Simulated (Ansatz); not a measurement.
The parent structure is WSi₂ (space group I4/mmm, No. 139; a = 3.229 Å, c = 7.870 Å; relaxed with 0.1 eV smearing).

Calculations: DFT with PBE, PAW potentials and a 420 eV plane-wave cutoff in Ansatz (a quantum-chemistry and plane-wave program), no SOC.

For the base:

```
Item        Value
--------  -------
Pressure  0.0 GPa
Band gap     zero
```

Now apply this change: every lattice vector is stretched by 3.00 %; the atoms relax in the strained cell.

Q: How does this affect the energy relative to the base?

A: The energy rises by 68 meV/atom.

Q: What happens to the pressure?

A: The pressure (mean of the normal stresses, compression positive) goes from zero to -15.8 GPa.

Q: How does this affect the largest internal atomic displacement?

A: The largest internal atomic displacement comes out as 0.014 Å.

Q: What does the calculation give for the band gap after the change?

A: The band gap is still zero.

Stability against distortions was not tested. The final runs are not spin-polarised.
